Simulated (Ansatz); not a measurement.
Defect: O vacancy in monoclinic ZrO2, neutral cell. Level of theory: PBE, PAW (plane waves to 420 eV; Ansatz, a program for electronic structure).

Settings: 96 host sites, the relaxed PBE lattice, the Γ point alone, smearing 0.01 eV, spin-restricted, no image-charge correction. No zero-point or tunnelling terms. The charge state is imposed; whether it is stable for some Fermi level was not computed. Forms of the defect that were not tried may lie lower.

Barriers: single points on a 2×2×2 k-point mesh shifted by half a step at the bands' geometries (they differ from the bands' own by up to 0.15 eV, and are uncertain by about as much).

Relaxed starting cell (atoms counted from 1):

```xyz
95
Lattice="10.3787 0.0000 0.0000 0.0000 10.4835 0.0000 -1.8071 0.0000 10.6048" Properties=species:S:1:pos:R:3 pbc="T T T"
Zr     0.7978     2.3741     3.7446
Zr    -0.1157     2.3802     9.0522
Zr     0.7864     7.6217     3.7538
Zr    -0.1186     7.6352     9.0630
Zr     5.9804     2.3839     3.7576
Zr     5.0752     2.3894     9.0613
Zr     5.9800     7.6214     3.7630
Zr     5.0698     7.6318     9.0634
Zr     3.4977     2.8456     1.5355
Zr     2.5996     2.8457     6.8234
Zr     3.4932     8.0864     1.5287
Zr     2.5845     8.0874     6.8317
Zr     8.6905     2.8488     1.5321
Zr     7.7760     2.8491     6.8311
Zr     8.6826     8.0911     1.5294
Zr     7.7678     8.0895     6.8352
Zr     3.0407     4.9977     4.1672
Zr     2.1470     5.0074     9.4801
Zr     3.0514    10.2409     4.1736
Zr     2.1397    10.2515     9.4798
Zr     8.2326     5.0023     4.1812
Zr     7.3283     5.0089     9.4828
Zr     8.2321    10.2453     4.1800
Zr     7.3273    10.2524     9.4841
Zr     1.2443     0.2248     1.1015
Zr     0.3208     0.2297     6.4053
Zr     1.2386     5.4722     1.1050
Zr     0.3235     5.4824     6.4193
Zr     6.4290     0.2252     1.1042
Zr     5.5253     0.2281     6.4103
Zr     6.4276     5.4692     1.1110
Zr     5.5100     5.4728     6.4044
O     -0.4383     0.8896     4.4933
O     -1.3322     0.9084     9.7990
O     -0.4309     6.1410     4.5001
O     -1.3397     6.1544     9.8060
O      4.7542     0.9056     4.4982
O      3.8560     0.9043     9.7974
O      4.7616     6.1685     4.5226
O      3.8455     6.1568     9.8129
O      4.7097     4.3322     0.7924
O      3.7836     4.3348     6.0811
O      4.7153     9.5686     0.7862
O      3.7990     9.5824     6.0936
O      9.9081     4.3280     0.7839
O      9.0230     4.3040     6.0727
O      9.9037     9.5727     0.7887
O      8.9966     9.5673     6.0926
O      4.2702     3.5229     3.4360
O      3.3652     3.5365     8.7534
O      4.2623     8.7725     3.4394
O      3.3560     8.7702     8.7368
O      9.4638     3.5265     3.4435
O      8.5569     3.5379     8.7319
O      9.4500     8.7602     3.4388
O      8.5421     8.7716     8.7435
O      0.0302     1.7151     1.8312
O     -0.8920     1.7000     7.1539
O      0.0138     6.9455     1.8470
O     -0.8892     6.9625     7.1540
O      5.2092     1.7092     1.8439
O      4.3286     1.7163     7.1467
O      5.2045     6.9446     1.8584
O      4.2949     6.9478     7.1593
O      0.5532     3.8957    10.4580
O      1.4640     9.1337     5.1607
O      0.5526     9.1381    10.4639
O      6.6449     3.8907     5.1679
O      5.7455     3.8949    10.4690
O      6.6427     9.1283     5.1676
O      5.7411     9.1363    10.4669
O      2.8290     1.3454     0.1218
O      1.8765     1.4188     5.4108
O      2.8224     6.5876     0.1241
O      1.9121     6.5584     5.4243
O      8.0154     1.3447     0.1251
O      7.1104     1.3398     5.4246
O      8.0106     6.5853     0.1245
O      7.1259     6.5735     5.4319
O      2.3822     1.2624     2.7688
O      1.4669     1.2623     8.0768
O      2.3684     6.5212     2.7653
O      1.4649     6.5151     8.0848
O      7.5635     1.2703     2.7737
O      6.6690     1.2730     8.0803
O      7.5618     6.5112     2.7751
O      6.6518     6.5171     8.0777
O      1.8982     3.9649     2.5541
O      1.0114     3.9564     7.7513
O      1.9079     9.2023     2.5085
O      1.0012     9.2014     7.8104
O      7.1017     3.9615     2.5165
O      6.1950     3.9662     7.8151
O      7.0976     9.2049     2.5110
O      6.1858     9.2077     7.8187
```

End state 1 differs by these moves (Å; atoms that move under 0.08 Å are left out):

| atom | element | Δx | Δy | Δz |
|---|---|---|---|---|
| 73 | O | -0.38 | 2.40 | -0.23 |

Question: Give the forward and backward barriers to end state 1 at the level PBE, PAW.

Answer: forward 2.04 eV, backward 2.04 eV; at the saddle point atom 73 has neighbours 2 Zr at 2.00 Å. The program found a first-order saddle point.
